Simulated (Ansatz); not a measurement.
**What Fe → Cd does to FeS2**

The parent structure is FeS₂ (space group Pnnm, No. 58; a = 4.367 Å, b = 5.333 Å, c = 3.344 Å; non-magnetic).

Modification: Cd takes the place of Fe on all its sites, then cell and atoms are relaxed.

All numbers come from PBEsol (Ansatz, a first-principles code; PAW; 420 eV plane waves; no spin-orbit coupling). k-mesh 7×6×8 (Γ-centred); smearing 0.05 eV (Fermi–Dirac), for the changed cell.

Volume per atom: 21.20 Å³ (base 12.98 Å³)
Density: 4.61 g/cm³ (base 5.11 g/cm³)
Space group: Pnnm (No. 58) (base Pnnm (No. 58))
Shortest interatomic distance: 2.083 Å (base 2.192 Å)
Band gap: 0.60 eV (base 0.92 eV)
Gap character: indirect, Γ → Γ–X (71 % along) (base indirect, k = (3/8, 0, 0) in the run's primitive reciprocal basis → T)
Smallest direct gap: 0.96 eV (base 1.23 eV)
Width of the top valence band: 2.22 eV (base 1.06 eV)
Valence-band top at Γ (three highest levels, from the VBM): 0.00, -0.16, -0.27 eV

Final structure:

```
CELL_PARAMETERS angstrom
      5.01829     0.00000     0.00000
      0.00000     6.27105     0.00000
      0.00000     0.00000     4.04280
ATOMIC_POSITIONS crystal
  Cd 0.50000 0.50000 0.50000
  Cd 0.00000 0.00000 0.00000
  S  0.66970 0.90432 0.50000
  S  0.16970 0.59568 0.00000
  S  0.83030 0.40432 0.00000
  S  0.33030 0.09568 0.50000
```

No phonon test of stability was made. As relaxed here, CdS2 is a hypothetical phase, not in the database extracts checked. Starting moments died away, wholly or in part, for the base; another magnetic solution may exist. The final runs are not spin-polarised.
